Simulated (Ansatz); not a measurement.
For BAs (model structure, Pm-3m, No. 221, 2 atoms in the cell), PBE (PAW; Ansatz, a program for electronic structure) gives:

```
Item                      Result
------------------  ------------
lattice constant a       2.937 Å
cohesive energy     3.09 eV/atom
```

Problem. What does r²SCAN (PAW; Ansatz) give for the same quantities?

Solution. 
- lattice constant a: 2.934 Å (falls by 0.1 %)
- cohesive energy: 2.83 eV/atom (shrinks by 0.26 eV/atom)

Changes are worked out from the printed values.

Unless a cell is named, each level is at its own relaxed cell (PBE 12.66, r²SCAN 12.63 Å³/atom).

Ansatz's density-functional and Hartree–Fock values are scalar-relativistic unless marked +SOC, with PAW data made under PBE.

A model structure was made by putting elements into a prototype or built by hand; it is no filed structure, need not be a known phase, and can be a saddle point held by its symmetry.
